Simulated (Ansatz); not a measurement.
**WB (Cmcm, No. 63, 4 atoms in the cell; start mp-1008487): bulk modulus B0 by level of theory**

No measured value is used here.

```json
[
 {"level (code)": "LDA (Ansatz)", "value (GPa)": "…", "cell (Å³/atom)": "10.09"},
 {"level (code)": "PBEsol (Ansatz)", "value (GPa)": "360", "cell (Å³/atom)": "10.26"},
 {"level (code)": "r²SCAN (Ansatz)", "value (GPa)": "360", "cell (Å³/atom)": "10.35"}
]
```

Some entries are withheld; supply them.


- LDA (Ansatz, a quantum-chemistry and plane-wave program), value (GPa): 374

Density-functional levels without +SOC have no spin–orbit coupling. LDA, PBEsol, r²SCAN: the bulk modulus is −V dP/dV from two relaxed cells at ±2 % in volume. LDA, PBEsol, r²SCAN: the relaxation could not lower the start's symmetry, so the cell can be a saddle point above a distorted one. Each level is taken at its own relaxed cell. Cutoffs differ between the levels. Ansatz's density-functional and Hartree–Fock values are scalar-relativistic unless marked +SOC, with PAW data made under PBE.

A start named mp-… is a Materials Project structure, which need not be a measured phase.
